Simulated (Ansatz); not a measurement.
The starting structures come from a database of crystals and need not be the phases stable at ambient conditions.

 Where the default PAW files enter, the runs use the earlier of Ansatz's two default sets.

By PBEsol, the system below comes out a metal.

The ballistic (Sharvin) conductance counts the channels at the Fermi level: G/A = (e²/h) × channels of both spins per area.

Here is the system:

```yaml
crystal:
  lattice:
    - [4.93996, 0.00000, 0.00000]
    - [0.00000, 4.93996, 0.00000]
    - [0.00000, 0.00000, 5.08816]
  atoms:
    - { symbol: Ge, position: [0.00000, 0.00000, 0.00000] }
    - { symbol: Ge, position: [0.50000, 0.50000, 0.50000] }
    - { symbol: Mo, position: [0.75000, 0.00000, 0.50000] }
    - { symbol: Mo, position: [0.25000, 0.00000, 0.50000] }
    - { symbol: Mo, position: [0.50000, 0.25000, 0.00000] }
    - { symbol: Mo, position: [0.50000, 0.75000, 0.00000] }
    - { symbol: Mo, position: [0.00000, 0.50000, 0.75000] }
    - { symbol: Mo, position: [0.00000, 0.50000, 0.25000] }
```

Space group of this cell: P4_2/mmc. The cell is strained (lengths along the current scaled by 1.03, ions clamped); by PBEsol its mean pressure is -11.1 GPa.

The current flows along the normal of the first two printed cell vectors, the (001) (indices of the unstrained crystal) plane of the conventional cell. No spin-orbit coupling; the value is a mean over 0.1 eV about the Fermi level.

**Question.** Estimate the ballistic conductance per area that PBEsol run with Ansatz (a quantum-chemistry and plane-wave program) returns for this system.

**Answer.** 0.75 × 10¹⁵ S/m² for both spins.
